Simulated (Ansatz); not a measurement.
Base system: Rh in the fcc (Cu type) structure (space group Fm-3m, No. 225; a = 3.782 Å; relaxed with 0.1 eV smearing).

It is then changed as follows: the cell is scaled by 0.9792 in all directions; the atoms relax in the strained cell.

Levels (all Ansatz, an electronic-structure program, PAW): PBEsol (420 eV, spin-orbit coupling left out); r2SCAN (500 eV, no spin-orbit coupling).

The geometry is relaxed with PBEsol.

- PBEsol pressure: 21.7 GPa

With r2SCAN at the same geometry, the pressure rises by 5.3 GPa, from 21.7 GPa to 27.0 GPa.

Single points use the geometry relaxed with PBEsol. Their cutoffs differ, which shifts pressures a little. Stability against distortions was not tested. All final runs are without spin polarisation.
